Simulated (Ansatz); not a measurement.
Levels about the gap of amorphous IGZO (In₉Ga₉Zn₉O₃₆) (63 atoms in a cell of 795 Å³, 5.90 g/cm³; zone centre alone, so wide bands show as single levels with stretches between that a denser mesh fills), at the geometry that PBE relaxed, where it gives 2.4 GPa on a denser mesh. The participation number counts the atoms over which a state spreads; weights are charges in smoothed Voronoi cells. The levels come from a single point, so bond lengths are those of that geometry. Method of the levels: r2SCAN, scalar-relativistic without spin-orbit coupling (Ansatz, a program for electronic structure). Sampling: the zone centre alone; Fermi-Dirac width 0.02 eV; no spin polarisation.

It comes from a melt-quench run on a machine-learned potential (CHGNet), relaxed afterwards by DFT. O atoms were pushed apart under 1.9 Å during the dynamics, to hinder bonds among them. The hot cell started wider than the set density and was brought back towards it in steps. It is the lowest in DFT energy of 4 quenches. It is a model cell: composition and starting density were chosen by hand, and all elements were melted together. No dispersion term was used. Its density started from a set value of 5.90 and ended at 5.90 g/cm³. Cooling (nominally 320 K/ps over its main leg) ran many orders faster than in experiment, which tends to leave more defects and strain. A cell of this size samples the disorder only roughly. The volume was held where the preparation left it, at a PBE pressure of 2.4 GPa. Stress components on the final sampling reach 3.5 GPa.

```json
[
 {"E - E(highest filled), eV": "-0.33", "filling": "filled", "participation number": "13.2", "largest on": "O, 3 neighbours", "weight O": "0.84", "weight In": "0.01", "weight Zn": "0.13", "weight Ga": "0.02"},
 {"E - E(highest filled), eV": "-0.31", "filling": "filled", "participation number": "16.3", "largest on": "O, 3 neighbours", "weight O": "0.87", "weight In": "0.02", "weight Zn": "0.09", "weight Ga": "0.02"},
 {"E - E(highest filled), eV": "-0.27", "filling": "filled", "participation number": "14.7", "largest on": "O, 3 neighbours", "weight O": "0.88", "weight In": "0.02", "weight Zn": "0.08", "weight Ga": "0.01"},
 {"E - E(highest filled), eV": "-0.19", "filling": "filled", "participation number": "13.3", "largest on": "O, 4 neighbours", "weight O": "0.87", "weight In": "0.02", "weight Zn": "0.10", "weight Ga": "0.01"},
 {"E - E(highest filled), eV": "-0.12", "filling": "filled", "participation number": "13.1", "largest on": "O, 3 neighbours", "weight O": "0.90", "weight In": "0.02", "weight Zn": "0.07", "weight Ga": "0.02"},
 {"E - E(highest filled), eV": "-0.10", "filling": "filled", "participation number": "14.2", "largest on": "O, 4 neighbours", "weight O": "0.81", "weight In": "0.02", "weight Zn": "0.15", "weight Ga": "0.02"},
 {"E - E(highest filled), eV": "0.00", "filling": "filled", "participation number": "12.5", "largest on": "O, 4 neighbours", "weight O": "0.82", "weight In": "0.01", "weight Zn": "0.16", "weight Ga": "0.01"},
 {"E - E(highest filled), eV": "1.45", "filling": "empty", "participation number": "58.7", "largest on": "In, 5 neighbours", "weight O": "0.50", "weight In": "0.20", "weight Zn": "0.18", "weight Ga": "0.12"},
 {"E - E(highest filled), eV": "4.32", "filling": "empty", "participation number": "32.0", "largest on": "In, 5 neighbours", "weight O": "0.56", "weight In": "0.23", "weight Zn": "0.15", "weight Ga": "0.07"},
 {"E - E(highest filled), eV": "4.37", "filling": "empty", "participation number": "36.6", "largest on": "In, 5 neighbours", "weight O": "0.58", "weight In": "0.27", "weight Zn": "0.12", "weight Ga": "0.04"},
 {"E - E(highest filled), eV": "4.57", "filling": "empty", "participation number": "38.2", "largest on": "In, 5 neighbours", "weight O": "0.56", "weight In": "0.27", "weight Zn": "0.14", "weight Ga": "0.03"},
 {"E - E(highest filled), eV": "4.74", "filling": "empty", "participation number": "43.9", "largest on": "Ga, 4 neighbours", "weight O": "0.57", "weight In": "0.17", "weight Zn": "0.16", "weight Ga": "0.10"},
 {"E - E(highest filled), eV": "4.82", "filling": "empty", "participation number": "42.3", "largest on": "In, 6 neighbours", "weight O": "0.57", "weight In": "0.15", "weight Zn": "0.14", "weight Ga": "0.14"},
 {"E - E(highest filled), eV": "4.93", "filling": "empty", "participation number": "47.8", "largest on": "In, 6 neighbours", "weight O": "0.58", "weight In": "0.16", "weight Zn": "0.14", "weight Ga": "0.12"}
]
```

Most localised among these is the filled level at +0.00 eV, on a O atom, which has 4 neighbours (Zn 1.99 Å, In 2.09 Å, Zn 2.10 Å, In 2.18 Å).
